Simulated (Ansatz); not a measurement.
How the bulk modulus B0 of SnC (model structure, from the rocksalt type, Fm-3m, No. 225) moves with the method

No measured value is used here.

Problem. Put these levels in order of the bulk modulus B0 that they give for SnC (model structure, from the rocksalt type, Fm-3m, No. 225), smallest first: LDA (Ansatz, a quantum-chemistry and plane-wave program), PBE (Ansatz), PBEsol (Ansatz).

Solution. PBE (132 GPa), PBEsol (149 GPa), LDA (158 GPa)

Unless a cell is named, each level is at its own relaxed cell (LDA 13.05, PBE 13.82, PBEsol 13.34 Å³/atom).

PBE, PBEsol, LDA: the bulk modulus is −V dP/dV from two relaxed cells at ±2 % in volume. Each level is taken at its own relaxed cell. Ansatz's density-functional and Hartree–Fock values are scalar-relativistic unless marked +SOC, with PAW data made under PBE.

A model structure was made by putting elements into a prototype or built by hand; it is no filed structure, need not be a known phase, and can be a saddle point held by its symmetry.
